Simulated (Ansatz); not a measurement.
Take WO3 (space group P4/nmm, No. 129) as the base.

```
CELL_PARAMETERS angstrom
      5.31455     0.00000     0.00000
      0.00000     5.31455     0.00000
      0.00000     0.00000     3.93319
ATOMIC_POSITIONS crystal
  W  0.50000 0.00000 0.93554
  W  0.00000 0.50000 0.06446
  O  0.50000 0.00000 0.48943
  O  0.00000 0.50000 0.51057
  O  0.25000 0.25000 0.00000
  O  0.25000 0.75000 0.00000
  O  0.75000 0.75000 0.00000
  O  0.75000 0.25000 0.00000
```

Cartesian axes are those of the cell as printed.

Calculations: PBEsol (Ansatz, a program for electronic structure; PAW; 420 eV plane waves; spin-orbit coupling left out).

Perturbation: the cell is compressed by 1.82 % along y with no lateral relaxation, atoms relaxed at fixed cell.

Task: Predict the stress tensor and what it implies for the stiffness.

Result: Stress of the strained cell less that of the base (GPa, compression positive):
```
   3.72    0.00    0.00
   0.00    6.39    0.00
   0.00    0.00    1.81
```

Then −Δσ_ii/ε with ε = -0.0182 gives secant stiffness values (nonlinear terms included at this strain): C22 ≈ 351 GPa, C12 ≈ 204 GPa and C23 ≈ 99 GPa.

As a check, the harmonic strain energy −½ V₀ Δσ:ε is 5.0 meV/atom; the computed energy rise is 5.0 meV/atom.

Stability against distortions was not tested.
